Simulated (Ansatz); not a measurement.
The starting structures come from a database of crystals and need not be the phases stable at ambient conditions.

Tunnelling through a barrier is set by its complex band structure: the current falls as exp(−2κd) with the smallest κ.

Data:

```yaml
crystal:
  lattice:
    - [4.20360, 0.00000, 0.00000]
    - [0.00000, 4.20360, 0.00000]
    - [2.10180, -2.10180, 2.97240]
  atoms:
    - { symbol: Mg, position: [0.00000, 0.00000, 0.00000] }
    - { symbol: Te, position: [0.50000, 0.50000, 0.00000] }
```

Space group of this cell: Fm-3m, rock salt. The cell is taken as given; by LDA its mean pressure is -2.4 GPa.

Transport runs along the normal of the first two printed cell vectors, the (001) plane of the conventional cell.

No gap correction and no spin-orbit coupling; mid-gap values are interpolated between computed energies.

Question: State the band gap and the smallest decay constant κ at mid-gap according to LDA (Ansatz, a quantum-chemistry and plane-wave program).

Answer: Gap 0.36 eV on a 10×10×10 mesh; κ = 0.073 1/Å, at the zone centre.
